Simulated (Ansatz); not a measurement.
Given:

```
WSe2
1.0
    3.26274     0.00000     0.00000
   -1.63137     2.82561     0.00000
    0.00000     0.00000    12.57484
W Se
2 4
Direct
  0.66667   0.33333   0.75000
  0.33333   0.66667   0.25000
  0.66667   0.33333   0.38410
  0.33333   0.66667   0.88410
  0.33333   0.66667   0.61590
  0.66667   0.33333   0.11590
```

No spin polarisation.

Method: PBE-D3(BJ), PAW, 420 eV (Ansatz, an electronic-structure program; scalar-relativistic without spin-orbit coupling). Γ-centred 12×12×3 mesh, Fermi–Dirac width 0.05 eV.

Predict the band gap, smallest direct gap, valence-band top at Γ and width of the top valence band.

The band gap is 0.78 eV, the smallest direct gap comes out as 1.60 eV and the valence-band top at Γ (three highest levels, from the VBM) is 0.00, -0.85, -1.31 eV. The width of the top valence band comes out as 1.56 eV.

Spin-orbit coupling, missing from the scalar runs, can matter with W. Load acts through the strain it causes; cell and atoms are relaxed under it. No phonon test of stability was made. The cell was made from WSe$_{2}$ (space group P6_3/mmc, No. 194; layered, stacked along the Cartesian z axis) by this change: pressure 1.5 GPa.
